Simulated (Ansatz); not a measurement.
Partial pair distribution functions of a relaxed model of amorphous Si$_{22}$O$_{39}$F$_{10}$, broadened by 0.06 Å; density 1.90 g/cm³. Computed with PBE, scalar-relativistic without spin-orbit coupling (plane waves to 420 eV, PAW; Ansatz, a program for electronic structure).

The cell was made by melting and quenching with the CHGNet potential and then relaxed with DFT. O and F atoms were pushed apart under 1.9 Å during the dynamics, to hinder bonds among them. The hot cell started wider than the set density and was brought back towards it in steps. It is the lowest in DFT energy of 2 quenches. It is a model cell: composition and starting density were chosen by hand, and all elements were melted together. No dispersion term was used. Its density started from a set value of 2.15 and ended at 1.90 g/cm³. The quench (nominally 360 K/ps over its main leg) was far faster than any real one, so the model tends to hold more defects than a real film. Values belong to this one cell and scatter from quench to quench. Volume and shape were free in the relaxation.

| r (Å) | g Si-O | g Si-F | g Si-Si | g O-O |
|---|---|---|---|---|
| 1.35 | 0.00 | 0.01 | 0.00 | 0.00 |
| 1.45 | 0.35 | 1.11 | 0.00 | 0.00 |
| 1.55 | 10.02 | 10.41 | 0.00 | 0.00 |
| 1.65 | 20.36 | 6.26 | 0.00 | 0.00 |
| 1.75 | 3.25 | 0.24 | 0.00 | 0.00 |
| 1.85 | 0.05 | 0.00 | 0.00 | 0.00 |
| 1.95 | 0.00 | 0.00 | 0.00 | 0.00 |
| 2.05 | 0.00 | 0.00 | 0.00 | 0.00 |
| 2.15 | 0.00 | 0.00 | 0.00 | 0.00 |
| 2.25 | 0.00 | 0.00 | 0.22 | 0.03 |
| 2.35 | 0.00 | 0.00 | 0.92 | 0.27 |
| 2.45 | 0.00 | 0.00 | 0.32 | 0.30 |
| 2.55 | 0.00 | 0.00 | 0.01 | 2.81 |
| 2.65 | 0.00 | 0.00 | 0.00 | 8.62 |
| 2.75 | 0.00 | 0.01 | 0.01 | 5.16 |
| 2.85 | 0.00 | 0.16 | 0.64 | 1.10 |
| 2.95 | 0.00 | 0.32 | 3.53 | 0.36 |
| 3.05 | 0.02 | 0.04 | 4.61 | 0.47 |
| 3.15 | 0.18 | 0.03 | 4.25 | 0.27 |
| 3.25 | 0.41 | 0.33 | 1.97 | 0.30 |
| 3.35 | 0.84 | 0.76 | 0.15 | 0.31 |
| 3.45 | 1.17 | 1.29 | 0.00 | 0.51 |
| 3.55 | 1.30 | 1.14 | 0.00 | 0.61 |
| 3.65 | 1.76 | 1.76 | 0.06 | 0.63 |
| 3.75 | 1.75 | 2.02 | 0.20 | 0.84 |
| 3.85 | 1.62 | 1.40 | 0.22 | 0.78 |
| 3.95 | 1.45 | 0.90 | 0.40 | 0.41 |
| 4.05 | 1.49 | 1.84 | 0.58 | 0.40 |
| 4.15 | 2.05 | 1.80 | 0.60 | 0.58 |
| 4.25 | 2.34 | 1.27 | 0.80 | 0.96 |
| 4.35 | 1.34 | 0.79 | 0.91 | 0.76 |
| 4.45 | 0.73 | 0.39 | 0.87 | 0.93 |
| 4.55 | 0.42 | 0.73 | 1.02 | 1.03 |
| 4.65 | 0.44 | 0.65 | 0.99 | 1.00 |
| 4.75 | 0.50 | 0.76 | 1.07 | 1.18 |
| 4.85 | 0.58 | 0.64 | 1.74 | 1.27 |
| 4.95 | 0.67 | 0.72 | 1.51 | 1.56 |

Within 1.90 Å each Si has 3.55 O neighbours on average.
